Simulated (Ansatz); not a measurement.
Several settings converged on SrAl₂ (Imm2, 6 atoms in the cell)

```yaml
crystal:
  lattice:
    - [-2.39199, 3.94112, 3.93289]
    - [2.39199, -3.94112, 3.93289]
    - [2.39199, 3.94112, -3.93289]
  atoms:
    - { symbol: Sr, position: [0.30669, 0.55669, 0.75000] }
    - { symbol: Sr, position: [0.69967, 0.44967, 0.25000] }
    - { symbol: Al, position: [0.27083, 0.83937, 0.43146] }
    - { symbol: Al, position: [0.72917, 0.16063, 0.56854] }
    - { symbol: Al, position: [0.90791, 0.83937, 0.06854] }
    - { symbol: Al, position: [0.09209, 0.16063, 0.93146] }
```

Base method: PBEsol, default PAW files made with PBE (plane waves; Ansatz, a quantum-chemistry and plane-wave program).

Base settings: basis.ecutwfc = 420 eV; kpoints.mp_grid.grid = 5 5 5; hamiltonian.xc = pbesol; hamiltonian.pseudopotentials = {kind: paw} (the program's default PAW files); scf.occupations.method = gaussian; scf.occupations.width = 0.1 eV.

The count of work is k-points × plane waves × bands × iterations; it is no time. Core times come from one kind of shared machine, to one figure; runs under 30 s give none.

**The cutoff for other potential files**

Level: DFT, PBEsol, plane waves, harder PAW files (source: ansatz) made with PBE.

In this ladder: hamiltonian.pseudopotentials = {kind: paw, source: ansatz}.

The second cell is the first with its lattice scaled by 0.98.

The mesh stays at the base's, so the ladder's end is converged at best in this setting alone.

The first pressure column holds Ansatz's estimate of the finite-basis (Pulay) stress, which hides part of the cutoff error; the other is without it.

Only quantities that move along the ladder and can be compared are tabulated.

| basis.ecutwfc | free energy less the last step's (meV/atom) | energy of the compressed cell less the first (meV/atom) | pressure (GPa) | pressure without the Pulay estimate (GPa) | largest difference of a force vector from the last step's (eV/Å) | count of work / last | core time / last (rough) |
|---|---|---|---|---|---|---|---|
| 405 eV | 2470.07 | 11.62 | -0.87 | -86.13 | 0.026 | 0.11 | – |
| 495 eV | 394.35 | 7.10 | -0.78 | -18.74 | 0.002 | 0.14 | – |
| 630 eV | 15.77 | 7.09 | -0.73 | -1.90 | 0.000 | 0.21 | – |
| 765 eV | 0.55 | 7.19 | -0.72 | -0.73 | 0.000 | 0.28 | 0.3 |
| 900 eV | 0.37 | 7.19 | -0.72 | -0.72 | 0.000 | 0.35 | 0.4 |
| 1080 eV | 0.21 | 7.18 | -0.72 | -0.72 | 0.000 | 0.47 | 0.5 |
| 1350 eV | 0.06 | 7.18 | -0.72 | -0.72 | 0.000 | 0.65 | 0.7 |
| 1800 eV | 0.00 | 7.18 | -0.72 | -0.72 | 0.000 | 1.0 | 1 |

Coarsest basis.ecutwfc that holds the pressure without the Pulay estimate within 0.5 GPa of the last step, with all finer ones: 765 eV, at 0.28 of the last step's count of work and about 0.3 of the last step's time; the step before is off by 1.2 GPa.

Coarsest basis.ecutwfc that holds the pressure within 0.05 GPa of the last step, with all finer ones: 630 eV, at 0.21 of the last step's count of work; the step before is off by 0.07 GPa.

Coarsest basis.ecutwfc that holds the energy of the compressed cell less the first within 1 meV/atom of the last step, with all finer ones: 495 eV, at 0.14 of the last step's count of work; the step before is off by 4.4 meV/atom.

The energy difference between the two cells stays within 1 meV/atom of the last step's from 495 eV on, the total only from 765 eV on: much of the error is common to both cells and cancels.

At the lowest cutoff the pressure without the Pulay estimate lies 85.4 GPa under the last step's, the usual sign of Pulay stress in an incomplete plane-wave basis.

**The relaxed cell against the cutoff**

On SrAl2 (Imma, 6 atoms in the cell): atoms on their sites.

In this ladder: relax = cell and atoms.

The mesh stays at the base's, so the ladder's end is converged at best in this setting alone.

Only quantities that move along the ladder and can be compared are tabulated.

| basis.ecutwfc | relaxed volume (Å³/atom) | relaxation steps |
|---|---|---|
| 210 eV | 24.682 | 7 |
| 250 eV | 24.623 | 6 |
| 295 eV | 24.510 | 6 |
| 355 eV | 24.393 | 4 |
| 420 eV | 24.387 | 4 |
| 505 eV | 24.384 | 4 |
| 630 eV | 24.384 | 4 |
| 840 eV | 24.384 | 4 |

Coarsest basis.ecutwfc that holds the relaxed volume within 0.024 Å³/atom of the last step, with all finer ones: 355 eV; the step before is off by 0.13 Å³/atom.

At the lowest cutoff the cell relaxes to a volume 1.2 % larger than at the highest. Ansatz relaxes on a stress corrected for the finite basis.

On the base run: the starting cell comes from a database of computed structures (which also holds hypothetical and non-ambient phases and stackings), without a prior relaxation at this level. Its lattice was rescaled by up to half a per cent. One atom was moved a little off its site on purpose.

Keys are those of Ansatz 0.2.
